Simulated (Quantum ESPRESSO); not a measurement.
Input and output of a self-consistent single point for Cd₂Hg (P1, 3 atoms in the cell) (Quantum ESPRESSO).

Method: PBEsol, GBRV 1.5 ultrasoft (PBESOL) pseudopotentials (plane waves; Quantum ESPRESSO).

The change in words: atoms moved at random. Reference geometry:
```
CELL_PARAMETERS angstrom
      1.98552    -1.98552     4.24067
      1.98552     1.98552     4.24067
     -1.98552    -1.98552     4.24067
ATOMIC_POSITIONS crystal
  Cd 0.00000 0.33421 0.33421
  Cd 0.00000 0.66579 0.66579
  Hg 0.00000 0.00000 0.00000
```

Reference input (self-consistent single point, DFT, PBEsol, plane waves, GBRV 1.5 ultrasoft (PBESOL) pseudopotentials): ecutwfc = 40 Ry; ecutrho = 200 Ry; occupations = smearing; smearing = gauss; degauss = 0.019992 Ry; potentials = {Cd: cd_pbesol_v1.uspp.F.UPF, Hg: hg_pbesol_v1.uspp.F.UPF}; K_POINTS = automatic 10 10 10 0 0 0; conv_thr = 1e-10 Ry. This run's input differs from it in these lines:

```diff
@@ -10,5 +10,3 @@
 &SYSTEM
-    ibrav = 7,
-    A = 3.971038000,
-    C = 8.481334000,
+    ibrav = 0,
     nat = 3,
@@ -27,6 +25,10 @@
 Hg   200.5920  hg_pbesol_v1.uspp.F.UPF
+CELL_PARAMETERS {angstrom}
+  -1.985519000     1.985519000     4.240667000
+   1.985519000    -1.985519000     4.240667000
+   1.985519000     1.985519000    -4.240667000
 ATOMIC_POSITIONS {angstrom}
-Cd    0.000000000    0.000000000    2.834546636
-Cd    0.000000000    0.000000000    5.646787364
-Hg    0.000000000    0.000000000    0.000000000
+Cd   -0.033684330    0.008861371    2.818334566
+Cd    0.053456128    0.050430197    5.627293018
+Hg   -0.019769813   -0.059289583    0.035702176
 K_POINTS {automatic}
```

The program printed (abridged):

```
     Self-consistent Calculation

     iteration #  1     ecut=    40.00 Ry     beta= 0.70

---- Real-time Memory Report at c_bands before calling an iterative solver
           391 MiB given to the printing process from OS
           357 MiB allocation reported by mallinfo(arena+hblkhd)
------------------

     negative rho (up, down):  4.057E-02 0.000E+00

     total energy              =    -336.21195782 Ry
     estimated scf accuracy    <       0.51228168 Ry

     iteration #  2     ecut=    40.00 Ry     beta= 0.70

---- Real-time Memory Report at c_bands before calling an iterative solver
   [... lines left out ...]
           459 MiB given to the printing process from OS
           368 MiB allocation reported by mallinfo(arena+hblkhd)
------------------

     negative rho (up, down):  4.187E-02 0.000E+00

     total energy              =    -336.49551419 Ry
     estimated scf accuracy    <          7.5E-10 Ry

     iteration # 11     ecut=    40.00 Ry     beta= 0.70

---- Real-time Memory Report at c_bands before calling an iterative solver
           459 MiB given to the printing process from OS
           368 MiB allocation reported by mallinfo(arena+hblkhd)
------------------

     negative rho (up, down):  4.187E-02 0.000E+00
     End of self-consistent calculation

     the Fermi energy is    11.3769 ev

!    total energy              =    -336.49551419 Ry
     estimated scf accuracy    <          2.2E-11 Ry
     smearing contrib. (-TS)   =      -0.00322420 Ry
     internal energy E=F+TS    =    -336.49228999 Ry

     convergence has been achieved in  11 iterations

     negative rho (up, down):  4.187E-02 0.000E+00

     Forces acting on atoms (cartesian axes, Ry/au):

     atom    1 type  1   force =     0.00209362   -0.00010589    0.00503493
     atom    2 type  1   force =    -0.00435863   -0.00450954    0.00915474
     atom    3 type  2   force =     0.00226502    0.00461543   -0.01418967

     Total force =     0.019511     Total SCF correction =     0.000013

     negative rho (up, down):  4.187E-02 0.000E+00
          total   stress  (Ry/bohr**3)                   (kbar)     P=       -4.64
  -0.00009325   0.00000925   0.00000428          -13.72        1.36        0.63
   0.00000925  -0.00009579   0.00000241            1.36      -14.09        0.35
   0.00000428   0.00000241   0.00009437            0.63        0.35       13.88

   JOB DONE.
```

The run converged in 11 iterations. Against the reference run the free energy rises by 6.7 meV/atom, the pressure goes from -0.68 to -0.46 GPa and the largest force goes from 0.050 to 0.388 eV/Å. The full log also holds: “c_bands:  1 eigenvalues not converged”.

The starting cell comes from a database of computed structures (which also holds hypothetical and non-ambient phases and stackings), without a prior relaxation at this level. Its lattice was rescaled by a random factor within 2.5 % of one. For this run, on top of that: atoms moved at random. Spin-orbit coupling is off.

Cost on one core of a shared machine: roughly 5 min.
